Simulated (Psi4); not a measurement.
Psi4 1.11, PBE/def2-svpd: W(S)2(F)(Br) ([F][W](=[S])(=[S])[Br]), 5 atoms. The geometry is a generated start, not checked to be a minimum at this level.

| Property | Result |
|---|---|
| task | energy |
| method | pbe |
| basis | def2-svpd |
| memory | 3 GB |
| maxiter | 100 |
| keys of the molecule block | symmetry c1 |
| scf_type | df (default) |
| e_convergence | 1e-06 (default) |
| d_convergence | 1e-06 (default) |
| dft_radial_points | 75 (default) |
| dft_spherical_points | 302 (default) |
| effective core potentials | those of the basis set, past Kr |
| basis functions | 153 |
| grid points | 108274 |

```xyz
5

W     -0.0567    -0.1005     0.0596
S      1.1133    -0.9749    -1.5447
S      1.3504     0.6933     1.5080
F     -1.1506    -1.3484     0.8285
Br    -1.2564     1.7305    -0.8513
```

Charge 0 and multiplicity 1 are set for this test and not shown to be the ground state.

With the defaults (diis = true, scf_initial_accelerator = adiis, damping_percentage = 0, diis_start = 1, guess = auto, which took SAD, diis_max_vecs = 10, level_shift = 0, level_shift_cutoff = 0.01) it converges in 13 SCF iterations. One run each on 2 threads, with these changes:
- diis_max_vecs = 20
- diis = false, scf_initial_accelerator = none, damping_percentage = 60
- level_shift = 0.1, level_shift_cutoff = 0.001
- level_shift = 0.5, level_shift_cutoff = 0.001
- guess = modhuckel
- damping_percentage = 20
- diis_start = 4
- guess = sap
- scf_initial_accelerator = none

Task: Which runs fail or end elsewhere than the default run?

Result: No convergence: diis = false, scf_initial_accelerator = none, damping_percentage = 60 (the run ends without SCF convergence in 100 iterations). The rest reach the solution of the defaults.

| setting | SCF iterations | end |
|---|---|---|
| level_shift = 0.5, level_shift_cutoff = 0.001 | 12 | same solution |
| the defaults | 13 | same solution |
| diis_max_vecs = 20 | 13 | same solution |
| level_shift = 0.1, level_shift_cutoff = 0.001 | 13 | same solution |
| scf_initial_accelerator = none | 14 | same solution |
| guess = modhuckel | 16 | same solution |
| guess = sap | 17 | same solution |
| diis_start = 4 | 19 | same solution |
| damping_percentage = 20 | 23 | same solution |
| diis = false, scf_initial_accelerator = none, damping_percentage = 60 | 100 | no convergence |

1 further run of the study ended by our limits or in an error and is left out.
